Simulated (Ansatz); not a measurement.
Consider the following.

End structure of a constructed model of the (111)A surface of zinc-blende CdTe, Cd-terminated, Cd trimer, 2x2 (bottom of the slab: 2 H on 4 bottom sites):

```xyz
37
Lattice="9.3621 0.0000 0.0000 -4.6810 8.1078 0.0000 0.0000 0.0000 33.0000" Properties=species:S:1:pos:R:3 pbc="T T T"
Te    -0.0384     0.0210    10.1099
Te     4.7099    -0.0167     9.4688
Te    -2.3115     4.0372     9.4627
Te     2.3032     4.0767    10.1099
Cd     2.5653     1.2215    10.7210
Cd     6.7376     1.5176    10.7205
Cd    -0.2860     5.5679    10.7205
Cd     4.9107     5.2726    10.7266
Te     2.3405     1.3513    13.5894
Te     7.0216     1.3513    13.5894
Te     0.0000     5.4052    13.5894
Te     4.6810     5.4052    13.5894
Cd     0.0000     2.7026    14.5449
Cd     4.6810     2.7026    14.5449
Cd    -2.3405     6.7565    14.5449
Cd     2.3405     6.7565    14.5449
Te     0.0032     2.7007    17.4116
Te     4.6802     2.7112    17.4176
Te    -2.3484     6.7529    17.4176
Te     2.3514     6.7503    17.4138
Cd     0.0018     0.0097    18.3734
Cd     4.6824    -0.0008    18.3525
Cd    -2.3308     4.0483    18.3648
Cd     2.3330     4.0475    18.3734
Te     0.0009     0.0810    21.2764
Te     4.6838    -0.0016    21.1952
Te    -2.2670     4.0115    21.2705
Te     2.2708     4.0126    21.2764
Cd     2.3919     1.3217    22.3641
Cd     6.9735     1.3242    22.3653
Cd    -0.0005     5.4604    22.3653
Cd     4.6837     5.4037    21.4831
H      0.0457    -0.0238     8.4376
H      2.3840     4.0262     8.4376
Cd     3.1937     0.8587    25.0377
Cd     0.0006     6.3887    25.0377
Cd     6.1702     0.8591    25.0377
```

Set-up: 37 atoms, 17.0 Å thick at the start with caps and adatoms; mesh 3x3x1; 0.025 eV smearing; dipole correction on; 8 atoms held, the rest relaxed; start symmetry kept, larger cells not searched; no spin, no spin-orbit, no U. It is one candidate, not shown to be the stable structure of the face.

Q: Predict the gap of the slab on its k-mesh from PBE in Ansatz (a quantum-chemistry and plane-wave program).

A: 0.51 eV

Q: Estimate the highest filled level below the top vacuum level that PBE returns for this input.

A: 3.45 eV
